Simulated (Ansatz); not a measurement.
## Re: element substitutions

Start from Re in the hcp (Mg type) structure (space group P6_3/mmc, No. 194; a = 2.758 Å, c = 4.463 Å).

Each row replaces one element on all its sites; cell and atoms are relaxed.

The values are results of r2SCAN (Ansatz, a quantum-chemistry and plane-wave program), no spin-orbit coupling, earlier PAW set, not measurements.

| change | c/a ratio | shortest interatomic distance |
|---|---|---|
| base | 1.618 | 2.741 Å |
| Re → Al | 1.653 | 2.817 Å |
| Re → Cu | 1.651 | 2.522 Å |
| Re → Os | 1.576 | 2.676 Å |
| Re → Pb | 1.651 | 3.514 Å |

Whether these cells are dynamically stable was not tested. For Al and Cu in this form, whether it has been made was not checked. The final runs are not spin-polarised. This is not the structure that Al has at room temperature and ambient pressure. This is not the structure that Cu has at room temperature and ambient pressure. This is not the structure that Pb has at room temperature and ambient pressure.
